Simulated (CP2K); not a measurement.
Band structure of Sc₂Co (I4/mcm, 6 atoms in the cell).

```yaml
crystal:
  lattice:
    - [5.27327, 0.00000, 0.00000]
    - [-2.25373, 4.76740, 0.00000]
    - [-1.50977, -2.38370, 4.45488]
  atoms:
    - { symbol: Sc, position: [0.32159, 0.82159, 0.14318] }
    - { symbol: Sc, position: [0.67841, 0.17841, 0.85682] }
    - { symbol: Sc, position: [0.82159, 0.67841, 0.50000] }
    - { symbol: Sc, position: [0.17841, 0.32159, 0.50000] }
    - { symbol: Co, position: [0.75000, 0.75000, 0.00000] }
    - { symbol: Co, position: [0.25000, 0.25000, 0.00000] }
```

Level of theory: PBEsol, GPW, DZVP-MOLOPT-PBE-GTH basis, GTH-PBE potentials (POTENTIAL_UZH) (CP2K 2026.2).

Settings: CUTOFF = 650 Ry; REL_CUTOFF = 50 Ry; SMEAR/METHOD = FERMI_DIRAC; ELECTRONIC_TEMPERATURE = 580.23 K; KPOINTS/SCHEME = MONKHORST-PACK 5 5 5; XC_FUNCTIONAL = PBE:PBESOL; Sc/BASIS_SET = DZVP-MOLOPT-PBE-GTH-q11; Sc/POTENTIAL = GTH-PBE-q11; Co/BASIS_SET = DZVP-MOLOPT-PBE-GTH-q17; Co/POTENTIAL = GTH-PBE-q17; METHOD = GPW; EPS_DEFAULT = 1e-10; EXTRAPOLATION = USE_GUESS; NGRIDS = 5.

The starting cell comes from a database of computed structures (which also holds hypothetical and non-ambient phases and stackings), without a prior relaxation at this level. Its lattice was rescaled by a random factor within 2.5 % of one. Spin polarisation is off. Values carry the incompleteness of an atom-centred basis. The potentials were made for another functional than the one used.

Levels in eV from the Fermi level, bands 35 to 40:
| point | 35 | 36 | 37 | 38 | 39 | 40 |
|---|---|---|---|---|---|---|
| Γ | -0.89 | -0.58 | -0.02 | -0.02 | 0.15 | 0.65 |
| X | -0.83 | -0.82 | -0.66 | -0.38 | -0.09 | 0.22 |
| M | -1.37 | -1.26 | -0.81 | -0.81 | 0.00 | 0.07 |
| Z | -1.31 | -1.28 | -0.84 | -0.84 | 0.00 | 0.08 |
| P | -1.31 | -1.31 | -1.29 | -1.29 | 0.44 | 0.44 |
| N | -1.43 | -1.43 | -0.90 | -0.90 | -0.08 | -0.08 |
| Z1 | -1.31 | -1.28 | -0.84 | -0.84 | 0.00 | 0.08 |

Bands cross the Fermi level along this path, so the cell is metallic at this level.

Higher empty bands are left out: an atom-centred basis made for the valence describes them poorly.
